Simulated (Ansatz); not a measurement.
Base system: MgSe in the rock salt structure (space group Fm-3m, No. 225).

```cif
data_Mg4Se4
_chemical_formula_sum 'Se4 Mg4'
_space_group_name_H-M_alt 'Fm-3m'
_space_group_IT_number 225
_space_group_name_Hall '-F 4 2 3'
_cell_length_a 5.47223
_cell_length_b 5.47223
_cell_length_c 5.47223
_cell_angle_alpha 90.000
_cell_angle_beta 90.000
_cell_angle_gamma 90.000
loop_
_atom_site_label
_atom_site_type_symbol
_atom_site_symmetry_multiplicity
_atom_site_Wyckoff_symbol
_atom_site_fract_x
_atom_site_fract_y
_atom_site_fract_z
_atom_site_occupancy
Se1 Se 4 a 0.00000 0.00000 0.00000 1
Mg1 Mg 4 b 0.50000 0.50000 0.50000 1
```
(The calculation used a cell of 2 atoms; values per cell refer to that cell.)

All numbers come from r2SCAN in Ansatz (plane waves to 500 eV, PAW, spin-orbit coupling left out).

One change was made to it. Results:

```csv
quantity,base,after
"valley order (the lowest conduction-band minima on the path, energy above the VBM, named in the base's zone)",X along ⟨100⟩ 2.48 eV; Γ 3.44 eV,X along ⟨100⟩ 2.45 eV; Γ 3.33 eV
"hole mass (degenerate bands, along [100])","0.20, 0.79, 0.79 mₑ (at Γ)","0.20, 0.81, 0.81 mₑ (at Γ)"
lattice parameter a,5.472 Å,5.501 Å
```

**Question.** Name the change that was made.
(A) pressure 0.3 GPa
(B) pressure −2 GPa
(C) pressure −1 GPa
(D) pressure 0.7 GPa
(E) pressure 5 GPa

**Answer.** C, pressure −1 GPa. For comparison, the valley order in the other runs: pressure −2 GPa gives X along ⟨100⟩ 2.42 eV; Γ 3.21 eV; pressure 0.7 GPa gives X along ⟨100⟩ 2.50 eV; Γ 3.51 eV; pressure 5 GPa gives X along ⟨100⟩ 2.59 eV; Γ 3.93 eV; pressure 0.3 GPa gives X along ⟨100⟩ 2.49 eV; Γ 3.47 eV.

The levels and masses belong to the bands next to the band gap. Load acts through the strain it causes; cell and atoms are relaxed under it. Effective masses come from finite differences of ±0.01 Å⁻¹. Stability against distortions was not tested. No other phases were tried under pressure.

Ansatz is a first-principles code.
